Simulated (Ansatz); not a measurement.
The starting structures come from a database of crystals and need not be the phases stable at ambient conditions.

 Where the default PAW files enter, the runs use the earlier of Ansatz's two default sets.

Consider the following.

```xyz
4
Lattice="3.9167 0.0000 0.0000 -1.9584 3.3920 0.0000 0.0000 0.0000 6.4550" Properties=species:S:1:pos:R:3 pbc="T T T"
Be     1.9584     1.1307     3.2303
Be     0.0000     2.2613     0.0028
Te     1.9584     1.1307     5.6454
Te     0.0000     2.2613     2.4179
```

Space group of this cell: P6_3mc, wurtzite. The cell is strained (all lengths scaled by 0.98); by r2SCAN its mean pressure is 3.6 GPa.

Transport runs along the normal of the first two printed cell vectors, the (001) plane of the conventional cell.

The gap is the functional's own, uncorrected, and κ follows it; spin-orbit coupling is left out. Mid-gap values are interpolated between the computed energies.

**Question.** Give the band gap and the smallest decay constant κ at mid-gap that r2SCAN (Ansatz, a program for electronic structure) yields.

**Answer.** Gap 2.47 eV on a 12×12×6 mesh; κ = 0.174 1/Å, at the zone centre.
